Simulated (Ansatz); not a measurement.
```
CELL_PARAMETERS angstrom
      3.62795     0.00000     0.00000
      0.00000     3.62795     0.00000
      0.00000     0.00000     5.18314
ATOMIC_POSITIONS crystal
  Zr 0.00000 0.00000 0.00000
  Zr 0.50000 0.50000 0.50000
  O  0.00000 0.50000 0.19829
  O  0.00000 0.50000 0.69829
  O  0.50000 0.00000 0.30171
  O  0.50000 0.00000 0.80171
```

No spin polarisation.

Method: PBE (Ansatz, a program for electronic structure), no spin-orbit coupling. Settings: 9×9×6 k-points, 0.05 eV Fermi–Dirac smearing.

Question: Predict the band gap, electron mass and width of the top valence band.

Answer: The band gap comes out as 3.87 eV and the electron mass is 2.2 mₑ along z, 0.59 mₑ across (at Γ). The width of the top valence band comes out as 0.99 eV.

Load acts through the strain it causes; cell and atoms are relaxed under it. Effective masses come from finite differences of ±0.01 Å⁻¹. Stability under load was not tested beyond the relaxation. The cell was made from ZrO$_{2}$ (space group P4_2/nmc, No. 137) by this change: uniaxial stress, 5 GPa compression along z. This is not the structure that ZrO2 has at room temperature and ambient pressure.
